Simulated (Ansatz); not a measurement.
Structures of equal composition on the (110) surface of bcc Ta: a layer of Au in place of the second plane; a layer of Au in place of the third plane. The slabs share one bottom face, and each structure is named by its start. These are constructed structures in small cells; real faces may alloy, dewet or reconstruct in larger ones, and not all known structures of the face are among them. Slabs of about 11 Å with all that they carry, Fermi-Dirac smearing of 0.1 eV. Bottom of the slabs: a bare face, its two planes held. Relaxed from the named starts with such symmetry as they have, on meshes of like density; energies extrapolated to zero smearing; no spin-orbit coupling, no U. Spin-polarised runs, if any, are marked in brackets, and their order is one that fits the cell; the others ran without spin.

These are PBE (plane waves to 420 eV, PAW; Ansatz, a quantum-chemistry and plane-wave program) values and carry that method's errors.

Put the candidates in order of energy per 1x1 cell, lowest first, for PBE.

a layer of Au in place of the third plane (0.000 eV), a layer of Au in place of the second plane (0.460 eV)
